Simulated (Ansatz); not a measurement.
LiTi2O4 (Fd-3m), Ansatz (a quantum-chemistry and plane-wave program) with PBEsol, DFPT electron-phonon coupling, linearised Boltzmann equation: λ = 0.775, ħω_log = 36.9 meV.

Task: Evaluate Tc = (ω_log/1.2) exp[−1.04(1+λ)/(λ − μ*(1+0.62λ))] at μ* = 0.10 and set it beside the Eliashberg results.

Result: ω_log = 428 K and the exponent is −2.94, so Tc ≈ 18.8 K. With Allen and Dynes's correction factors the run gives 19.6 K; the anisotropic Eliashberg equations give Tc 18.4 K (μ* referred to 43 meV).

A metal at this level (no band gap). The phonons are harmonic. Spin-orbit coupling is left out. Halving the electron mesh (20x20x20) moves the coupling by up to 1 %, Tc by up to 1 %. Smearing 0.20 eV; phonons on a 3x3x3 q mesh, which this run doesn't test.

Formula and space group known from diffraction (Crystallography Open Database), not checked to be the room-temperature form: LiTi2O4 (Fd-3m).
